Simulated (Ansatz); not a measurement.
The reference is Ge in the diamond structure (space group Fd-3m, No. 227; a = 5.6222 Å). Axes: x, y, z lie along the cube axes.

Computed with LDA, PAW, 420 eV (Ansatz, a program for electronic structure; no spin-orbit coupling).

Strains are applied to the cell and any free atomic positions relax.

One change was made to it. Results:

| quantity | base | after |
|---|---|---|
| energy relative to the base (free energy F) | 0 meV/atom | +3.4 meV/atom |
| shortest interatomic distance | 2.434 Å | 2.425 Å |
| pressure (mean of the normal stresses, compression positive) | 0.0 GPa | 0.1 GPa |

Task: Which change produced these results?
A. tensor shear ε_xy = +0.86 %
B. tensor shear ε_xy = +1.43 %
C. tensor shear ε_xy = +0.29 %

Result: B, tensor shear ε_xy = +1.43 %. For comparison, the energy relative to the base in the other runs: tensor shear ε_xy = +0.29 % gives +0.1 meV/atom; tensor shear ε_xy = +0.86 % gives +1.3 meV/atom.

No phonon test of stability was made.
